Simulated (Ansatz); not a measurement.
SrZrO3 (Cmcm, No. 63, 20 atoms in the cell; start mp-3626; a measured phase of this formula has another space group) was calculated with PBEsol (PAW; Ansatz, a quantum-chemistry and plane-wave program).

The input as run:

Ansatz 0.2 input:
```yaml
crystal:
  lattice:
    - [4.0649074492, -4.113289522, 0.0]
    - [4.0649074492, 4.113289522, 0.0]
    - [0.0, 0.0, 8.1957506015]
  atoms:
    - { symbol: Sr, position: [0.9878405699, 0.0121594301, 0.75] }
    - { symbol: Sr, position: [0.0121594301, 0.9878405699, 0.25] }
    - { symbol: Sr, position: [0.4942717991, 0.5057282009, 0.75] }
    - { symbol: Sr, position: [0.5057282009, 0.4942717991, 0.25] }
    - { symbol: Zr, position: [0.5, 0.0, 0.0] }
    - { symbol: Zr, position: [0.5, 0.0, 0.5] }
    - { symbol: Zr, position: [0.0, 0.5, 0.0] }
    - { symbol: Zr, position: [0.0, 0.5, 0.5] }
    - { symbol: O, position: [0.9559870183, 0.4465392105, 0.75] }
    - { symbol: O, position: [0.0440129817, 0.5534607895, 0.25] }
    - { symbol: O, position: [0.4465392105, 0.9559870183, 0.25] }
    - { symbol: O, position: [0.5534607895, 0.0440129817, 0.75] }
    - { symbol: O, position: [0.2108215905, 0.7891784095, 0.546347313] }
    - { symbol: O, position: [0.7891784095, 0.2108215905, 0.453652687] }
    - { symbol: O, position: [0.7891784095, 0.2108215905, 0.046347313] }
    - { symbol: O, position: [0.2108215905, 0.7891784095, 0.953652687] }
    - { symbol: O, position: [0.2927881038, 0.2927881038, 0.0] }
    - { symbol: O, position: [0.7072118962, 0.7072118962, 0.0] }
    - { symbol: O, position: [0.7072118962, 0.7072118962, 0.5] }
    - { symbol: O, position: [0.2927881038, 0.2927881038, 0.5] }
basis:
  ecutwfc: 520
  ecutrho_ratio: 4
  xc_grid: 2
kpoints:
  mp_grid: { grid: [6, 6, 4] }
  band_path:
    path:
      - [0.0, 0.0, 0.0]
      - [-0.071429, 0.071429, 0.0]
      - [-0.142857, 0.142857, 0.0]
      - [-0.214286, 0.214286, 0.0]
      - [-0.285714, 0.285714, 0.0]
      - [-0.357143, 0.357143, 0.0]
      - [-0.428571, 0.428571, 0.0]
      - [-0.5, 0.5, 0.0]
      - [-0.494153, 0.505847, 0.0]
      - [0.494153, 0.494153, 0.0]
      - [0.42356, 0.42356, 0.0]
      - [0.352967, 0.352967, 0.0]
      - [0.282373, 0.282373, 0.0]
      - [0.21178, 0.21178, 0.0]
      - [0.141187, 0.141187, 0.0]
      - [0.070593, 0.070593, 0.0]
      - [0.0, 0.0, 0.166667]
      - [0.0, 0.0, 0.333333]
      - [0.0, 0.0, 0.5]
      - [0.070593, 0.070593, 0.5]
      - [0.141187, 0.141187, 0.5]
      - [0.21178, 0.21178, 0.5]
      - [0.282373, 0.282373, 0.5]
      - [0.352967, 0.352967, 0.5]
      - [0.42356, 0.42356, 0.5]
      - [0.494153, 0.494153, 0.5]
      - [-0.494153, 0.505847, 0.5]
      - [-0.5, 0.5, 0.5]
      - [-0.5, 0.5, 0.333333]
      - [-0.5, 0.5, 0.166667]
      - [0.0, 0.1, 0.0]
      - [0.0, 0.2, 0.0]
      - [0.0, 0.3, 0.0]
      - [0.0, 0.4, 0.0]
      - [0.0, 0.5, 0.0]
      - [0.0, 0.5, 0.166667]
      - [0.0, 0.5, 0.333333]
      - [0.0, 0.5, 0.5]
      - [0.0, 0.4, 0.5]
      - [0.0, 0.3, 0.5]
      - [0.0, 0.2, 0.5]
      - [0.0, 0.1, 0.5]
      - [-0.071429, 0.071429, 0.5]
      - [-0.142857, 0.142857, 0.5]
      - [-0.214286, 0.214286, 0.5]
      - [-0.285714, 0.285714, 0.5]
      - [-0.357143, 0.357143, 0.5]
      - [-0.428571, 0.428571, 0.5]
    npoints: 1
hamiltonian:
  xc: pbesol
  dispersion: none
  pseudopotentials: { kind: paw }
scf:
  occupations: { method: fermi_dirac, width: 0.01 }
  convergence: { dr2_threshold: 0.000000002 }
output:
  forces: true
  stress: true
  eigenvalues: true
  write_bands: true
```

Output (set-up and result lines):

```
Crystal: 20 atoms, lattice volume = 274.068 Å³
Basis set: ecut = 520 eV, 7391 PW (Γ), exchange–correlation on 90×90×128 points (8 copies of the dense FFT grid, shifted against one another)
Bands: 100, of which v1, the nominal top of the filled ones, is band 80 counted from 1 (79 counted from 0)
Symmetry: 8 space group operations
Space group: Cmcm (ITA 63), of the structure as read, at distance tolerance 6.5e-5 Å
k-points: 39 of 144
Functional: x = pbesol(κ = 0.804, μ = 0.12345679012345678), c = pbesol(β = 0.046)
SCF iter   1: F=—  HF=-37250.429047 eV  |F-HF|=—  |Δ(HF+E_count)|=         —  Δρ=1.58e-2  dr2=5.93e-1
SCF iter   2: F=—  HF=-37250.298622 eV  |F-HF|=—  |Δ(HF+E_count)|=   1.30e-1  Δρ=4.75e-3  dr2=3.89e-2
  ...
SCF iter   8: F=—  HF=-37250.289603 eV  |F-HF|=—  |Δ(HF+E_count)|=   7.11e-8  Δρ=2.90e-6  dr2=2.39e-8
SCF iter   9: F=-37250.289603 eV  HF=-37250.289603 eV  |F-HF|=1.75e-10  |Δ(HF+E_count)|=   6.69e-9  Δρ=4.68e-7  dr2=6.24e-10
SCF 1 converged in 9 iterations: F = -37250.289603 eV  dr2 = 6.24e-10
SCF converged after 9 iterations
Free energy (F): -37250.289603 eV
Internal energy: -37250.289603 eV  (E = F + TS)
E sigma→0 (E₀):  -37250.289603 eV
Fermi energy:    10.799153 eV
--- Stress (GPa, compression-positive) ---
       -0.004089       0.000000       0.000000
        0.000000      -0.001496       0.000000
        0.000000       0.000000       0.008669
  P = ⅓ Tr σ = 0.0010 GPa (0.010 kbar)
```

The PAW data were made under PBE.

It cost about 3 core-minutes (a rough figure) of CPU time.

A start named mp-… is a Materials Project structure, which need not be a measured phase.
